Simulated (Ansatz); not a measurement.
## O on the 1x1 (0001) surface of hcp Co, ferromagnetic, one in a 3x3 cell, started at the site 'hollow Co-Co-Co over Co at depth 2.0 Å'

Method: PBE (plane waves to 420 eV, PAW; Ansatz, an electronic-structure program).

Model: 37-atom slab, 6.0 Å thick at the start under the adsorbate (thin: gaps and levels are the slab's own), 5x5x1 mesh, Fermi-Dirac 0.1 eV, dipole correction, 18 atoms held, the rest relaxed; start symmetry kept, larger cells not searched; spin-polarised, no spin-orbit, no U, no dispersion correction. At the end it is bonded to 3 Co. In PBE it is, or lies within 0.03 eV of, the lowest of the starts that converged.

The adsorption energy against ½ O2(g) comes out as -2.54 eV and the work function of the top face is 5.18 eV. The change of the work function is 0.22 eV and the change of the step from the bottom to the top vacuum level, against the clean slab comes out as 0.21 eV. The energy released by relaxation is 0.31 eV and the height of the binding atom over the mean of the host atoms within 0.3 Å of the top one is 1.170 Å. The magnetic moment of the cell comes out as 60.58 μB and the nearest host atoms of the binding atom comes out as Co at 1.85 Å, Co at 1.85 Å, Co at 1.85 Å. The largest move of a host atom is 0.09 Å and the cost is roughly 50 core-minutes.

A negative adsorption energy means that the adsorbate is more stable on the surface than in its reference.
